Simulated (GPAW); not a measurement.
Band structure of SrMg6Zr (P4/mmm, 8 atoms in the cell).

```yaml
crystal:
  lattice:
    - [6.63866, 0.00000, 0.00000]
    - [0.00000, 6.63866, 0.00000]
    - [0.00000, 0.00000, 4.67308]
  atoms:
    - { symbol: Sr, position: [0.50000, 0.50000, 0.50000] }
    - { symbol: Mg, position: [0.50000, 0.00000, 0.50000] }
    - { symbol: Mg, position: [0.00000, 0.50000, 0.50000] }
    - { symbol: Mg, position: [0.22915, 0.22915, 0.00000] }
    - { symbol: Mg, position: [0.77085, 0.77085, 0.00000] }
    - { symbol: Mg, position: [0.77085, 0.22915, 0.00000] }
    - { symbol: Mg, position: [0.22915, 0.77085, 0.00000] }
    - { symbol: Zr, position: [0.00000, 0.00000, 0.50000] }
```

Level of theory: LDA (Perdew-Wang 92), GPAW PAW datasets LDA (gpaw-data 1.0.1) (plane waves; GPAW).

Settings: mode = pw; ecut = 800 eV; xc = LDA; kpts = 3 3 4; mesh shift (steps) = 0 0 0; occupations.name = fermi-dirac; occupations.width = 0.1 eV; nbands = -12; symmetry.symmorphic = false; symmetry.tolerance = 0.0005; maxiter = 120; bandpath_npoints = 40.

The starting cell comes from a database of computed structures (which also holds hypothetical and non-ambient phases and stackings), without a prior relaxation at this level.

Levels in eV from the Fermi level, bands 37 to 44:
```csv
point,37,38,39,40,41,42,43,44
Γ,-2.33,-0.86,-0.72,0.23,0.23,0.58,0.62,0.62
X,-1.69,-1.54,-0.56,-0.08,0.32,0.57,0.66,1.05
M,-0.72,-0.41,-0.16,-0.16,0.17,0.58,2.12,2.26
Z,-2.03,-1.35,-0.56,-0.47,-0.47,-0.26,0.11,0.11
R,-1.72,-0.89,-0.69,-0.57,-0.46,-0.42,-0.23,0.32
A,-2.36,-2.36,-1.88,-1.80,0.12,0.47,0.47,1.36
```

Bands cross the Fermi level along this path, so the cell is metallic at this level.
